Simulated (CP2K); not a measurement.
Band structure of LiLaO3 (Pm-3m, 5 atoms in the cell).

```yaml
crystal:
  lattice:
    - [3.82263, 0.00000, 0.00000]
    - [0.00000, 3.82263, 0.00000]
    - [0.00000, 0.00000, 3.82263]
  atoms:
    - { symbol: Li, position: [0.50000, 0.50000, 0.50000] }
    - { symbol: La, position: [0.00000, 0.00000, 0.00000] }
    - { symbol: O, position: [0.50000, 0.50000, 0.00000] }
    - { symbol: O, position: [0.00000, 0.50000, 0.50000] }
    - { symbol: O, position: [0.50000, 0.00000, 0.50000] }
```

Computed with PBEsol, GPW, DZVP-MOLOPT-SR-GTH basis, GTH-PBE potentials (GTH_POTENTIALS) in CP2K.

Settings: CUTOFF = 500 Ry; REL_CUTOFF = 40 Ry; SMEAR/METHOD = FERMI_DIRAC; ELECTRONIC_TEMPERATURE = 1160.45 K; KPOINTS/SCHEME = MONKHORST-PACK 6 6 6; GAMMA_CENTERED = T; XC_FUNCTIONAL = PBE:PBESOL; Li/BASIS_SET = DZVP-MOLOPT-SR-GTH; Li/POTENTIAL = GTH-PBE-q3; La/BASIS_SET = DZVP-MOLOPT-SR-GTH; La/POTENTIAL = GTH-PBE-q11; O/BASIS_SET = DZVP-MOLOPT-SR-GTH; O/POTENTIAL = GTH-PBE-q6; METHOD = GPW.

The starting cell comes from a database of computed structures (which also holds hypothetical and non-ambient phases and stackings), without a prior relaxation at this level. Values carry the incompleteness of an atom-centred basis. The potentials were made for another functional than the one used.

Levels in eV from the Fermi level, bands 12 to 17:
```tsv
point	12	13	14	15	16	17
Γ	-1.12	-1.12	-1.12	0.34	0.34	0.34
X	-2.10	-1.21	-1.21	-1.21	-0.40	-0.40
M	-2.22	-1.98	-1.02	-1.02	0.08	0.17
R	-1.92	0.13	0.13	0.13	0.20	0.20
```

Bands cross the Fermi level along this path, so the cell is metallic at this level.

Higher empty bands are left out: an atom-centred basis made for the valence describes them poorly.
